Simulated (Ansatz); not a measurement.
Ansatz (a quantum-chemistry and plane-wave program) is run on CaTl₂O₄ (P1, 14 atoms in the cell), and the run fails. The aim is a self-consistent single point with DFT, r2SCAN, plane waves, default PAW files made with PBE.

Input:

Ansatz 0.2 input:
```yaml
# CaTl2O4
crystal:
  lattice:
    - [1.66275000, -5.51100000, 0.00000000]
    - [1.66275000, 5.51100000, 0.00000000]
    - [0.00000000, 0.00000000, 10.47900000]
  atoms:
    - { symbol: Tl, position: [0.63181500, 0.34251200, 0.07529100] }
    - { symbol: Tl, position: [0.31873600, 0.60157800, 0.55976900] }
    - { symbol: Tl, position: [0.38702600, 0.66597600, 0.92969000] }
    - { symbol: Tl, position: [0.67501700, 0.38988600, 0.43215800] }
    - { symbol: Ca, position: [0.90413400, 0.12330300, 0.24709100] }
    - { symbol: Ca, position: [0.09524100, 0.87234600, 0.75626400] }
    - { symbol: O, position: [0.69262500, 0.25700800, 0.62921800] }
    - { symbol: O, position: [0.26276200, 0.68964600, 0.12591500] }
    - { symbol: O, position: [0.32823300, 0.76028500, 0.36256800] }
    - { symbol: O, position: [0.70877400, 0.27555100, 0.86787000] }
    - { symbol: O, position: [-0.01749900, -0.01694300, 0.00402800] }
    - { symbol: O, position: [0.00891400, 0.01383100, 0.50239100] }
    - { symbol: O, position: [0.53213200, 0.49258900, 0.25769700] }
    - { symbol: O, position: [0.47209100, 0.53243100, 0.75005200] }
kpoints:
  mp_grid: { grid: [5, 5, 2] }
hamiltonian:
  xc: r2scan
  pseudopotentials: { kind: paw }
scf:
  occupations: { type: cold, width: 0.1 }
output:
  forces: true
  eigenvalues: true
  stress: true
```

Log, with long lists cut:

```
Error: YAML parse error: error: line 28 column 18: unknown field `type`, expected one of method, width, conduction_electrons, values, excite
  --> <input>:28:18
   |
26 |   pseudopotentials: { kind: paw }
27 | scf:
28 |   occupations: { type: cold, width: 0.1 }
   |                  ^ unknown field `type`, expected one of method, width, conduction_electrons, values, excite
29 | output:
30 |   forces: true
   |
```

From the messages shown, name the fault and mend the input.

The program does not know the word type. To fix it, write method. The program stopped before any SCF iteration.

The sound input it was made from differs as follows (other fixes are possible):
```diff
-  occupations: { type: cold, width: 0.1 }
+  occupations: { method: cold, width: 0.1 }
```

With that input, the run converged in 14 iterations: free energy E − TS (on the zero of these files) -54024.9008 eV; top of the valence band (on the code's own zero) 8.80 eV; gap on the k-point mesh 0.25 eV; pressure 0.61 GPa; largest force (vector length) 2.760 eV/Å (DFT, r2SCAN, plane waves, default PAW files made with PBE).

On the sound input: the starting cell comes from a database of published, mostly measured structures (it also holds non-ambient and calculated ones), without a prior relaxation at this level. Its atoms were displaced at random from the sites of space group no. 63. Spin-orbit coupling is off. Forces in this geometry exceed 1 eV/Å. Ansatz's pressure includes its estimate of the finite-basis (Pulay) stress.
